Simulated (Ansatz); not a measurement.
Pyrite PtAs2 was calculated with PBEsol+SOC in Ansatz (plane waves, PAW).

Run with plane-wave cutoff 520 eV, 6×6×6 k mesh, Fermi–Dirac smearing 0.01 eV, PAW data made under PBE.

Cell (measured lattice):

```cif
data_As8Pt4
_chemical_formula_sum 'As8 Pt4'
_space_group_name_H-M_alt 'P 1'
_space_group_IT_number 1
_cell_length_a 5.96700
_cell_length_b 5.96700
_cell_length_c 5.96700
_cell_angle_alpha 90.000
_cell_angle_beta 90.000
_cell_angle_gamma 90.000
loop_
_space_group_symop_operation_xyz
  'x, y, z'
loop_
_atom_site_label
_atom_site_type_symbol
_atom_site_fract_x
_atom_site_fract_y
_atom_site_fract_z
_atom_site_occupancy
As1 As 0.61696 0.88304 0.11696 1
As2 As 0.11696 0.61696 0.88304 1
As3 As 0.61696 0.61696 0.61696 1
As4 As 0.38304 0.38304 0.38304 1
As5 As 0.88304 0.11696 0.61696 1
As6 As 0.88304 0.38304 0.11696 1
As7 As 0.11696 0.88304 0.38304 1
As8 As 0.38304 0.11696 0.88304 1
Pt1 Pt 0.00000 0.50000 0.50000 1
Pt2 Pt 0.50000 0.00000 0.50000 1
Pt3 Pt 0.00000 0.00000 0.00000 1
Pt4 Pt 0.50000 0.50000 0.00000 1
```

### Question
Estimate the band gap, smallest direct gap on the k points sampled and direct gap at Γ that the calculation returns.

### Answer

band gap: 0.27 eV (indirect)
smallest direct gap on the k points sampled: 0.97 eV
direct gap at Γ: 1.53 eV

Note: cell and atoms aren't relaxed at this level (pressure 0.9 GPa).

The computed numbers hold no vibrational or temperature effects.

Cost on a shared machine: about 40 core-minutes (a rough figure).

Ansatz is a first-principles code.
